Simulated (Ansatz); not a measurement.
Base system: Nb in the bcc (W type) structure (space group Im-3m, No. 229; a = 3.311 Å; relaxed with 0.1 eV smearing).

The values are results of PBE, PAW, 420 eV (Ansatz, an electronic-structure program; without spin-orbit coupling), not measurements.

Strains are applied to the cell and any free atomic positions relax.

One change was made to it. Results:

The pressure goes from zero to -12.7 GPa; the energy goes up by 72 meV/atom.

Name the change that was made.
A) isotropic strain +3.00 %
B) isotropic strain −1.00 %
C) isotropic strain −1.50 %
D) isotropic strain +0.50 %

A, isotropic strain +3.00 %. For comparison, the energy relative to the base in the other runs: isotropic strain +0.50 % gives +2.1 meV/atom; isotropic strain −1.50 % gives +20 meV/atom; isotropic strain −1.00 % gives +8.8 meV/atom.

No phonon test of stability was made. All final runs are without spin polarisation.
